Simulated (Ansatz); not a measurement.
NbRh$_{3}$ (Pm-3m), PBEsol, DFPT electron-phonon coupling, linearised Boltzmann equation (Ansatz, a quantum-chemistry and plane-wave program): phonon-limited resistivity 8.20 μΩ·cm at 300 K, 11.3 μΩ·cm at 400 K, current-weighted mean free path 13.3 nm, Drude plasma energy 5.74 eV.

Q: What Drude relaxation time do resistivity and plasma energy imply?

A: ω_p = 8.72e15 s⁻¹, so τ = 1/(ε₀ ω_p² ρ) = 18.1 fs, a damping ħ/τ of 36.3 meV.

Q: What temperature coefficient of resistance follows, and how does it compare with 1/T?

A: (ρ₄₀₀ − ρ₃₀₀)/(100 K × ρ₃₀₀) = 3.78×10⁻³ K⁻¹, against 1/T = 3.33×10⁻³ K⁻¹ for a resistivity proportional to T. It lies higher because phonons are still being populated at 300 K; impurities would add a constant and lower it.

Q: Estimate the electronic thermal conductivity at 300 K by the Wiedemann-Franz law (L₀ = 2.44×10⁻⁸ W·Ω/K²).

A: L₀T/ρ = 2.44×10⁻⁸ × 300/(8.20×10⁻⁸) = 89.3 W/(m·K). Inelastic scattering puts the true Lorenz number somewhat under L₀ near and below the Debye temperature.

A metal at this level (no band gap). Only scattering by harmonic phonons is included (no impurities, grain boundaries, electron-electron scattering or thermal expansion). Spin-orbit coupling is left out. The run warned that the eigensolver left some states short of its tolerance. Halving the electron mesh (24x24x24) moves the resistivity by up to 4 % at 300 K, the mean free path by up to 1 %. Smearing 0.20 eV; phonons on a 4x4x4 q mesh, which this run doesn't test.

Formula and space group known from diffraction (Crystallography Open Database), not checked to be the room-temperature form: NbRh3 (Pm-3m).
